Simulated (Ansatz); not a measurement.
Data:

```xyz
1
Lattice="-0.0286 2.0098 2.0098 2.0098 -0.0286 2.0098 2.0098 2.0098 -0.0286" Properties=species:S:1:pos:R:3 pbc="T T T"
Ag     0.0000     0.0000     0.0000
```

The numbers are results of PBEsol, rigid bands (plane waves, PAW, scalar-relativistic; Ansatz, a first-principles code), not measurements. Condition of this run: uniaxial stress along [111] of 2 GPa (compression positive) (the target of the relaxation). Cell: cell and atoms relaxed with PBEsol, then loaded as said.

Problem. For narrow interconnects the product ρ₀λ of bulk resistivity and mean free path ranks metals, the lower the better. What is it here?

Solution. 8.3 ×10⁻¹⁶ Ω·m².

Problem. And the Drude plasma energy and the root-mean-square Fermi velocity at 300 K?

Solution. 9.2 eV; 1.4e6 m/s.

A metal at this level (no band gap); rigid bands, thermally averaged at 300 K, both spins. Spin-orbit coupling is left out. τ is one relaxation time for all states; the product of resistivity and mean free path takes one path for all states instead.
